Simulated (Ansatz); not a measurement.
## WSi (model structure, started from the CsCl type, Pm-3m, No. 221, 2 atoms in the cell)

These are LDA (Ansatz, an electronic-structure program, PAW) values and carry that method's errors.

Numerical settings: plane-wave cutoff 520 eV, 18×18×18 k mesh, Fermi–Dirac smearing 0.05 eV, no spin polarisation, scalar-relativistic PAW data made under PBE.

Cell (relaxed at this level):

```
CELL_PARAMETERS angstrom
      3.01402     0.00000     0.00000
      0.00000     3.01402     0.00000
      0.00000     0.00000     3.01402
ATOMIC_POSITIONS crystal
  W  0.00000 0.00000 0.00000
  Si 0.50000 0.50000 0.50000
```

| Item | Result |
|---|---|
| bulk modulus B0 | 253 GPa |

Note: the run has no spin polarisation, so it can have missed a magnetic state; the bulk modulus is −V dP/dV from two relaxed cells at ±2 % in volume; the relaxation could raise the start's symmetry but not lower it, so the cell can be a saddle point.

Spin–orbit coupling is not included; it can open a gap where bands touch, and shift volumes and moduli.

Computed values are for the static lattice.

The result took roughly 21 core-seconds.

A model structure was made by putting elements into a prototype or built by hand; it is no filed structure, need not be a known phase, and can be a saddle point held by its symmetry.
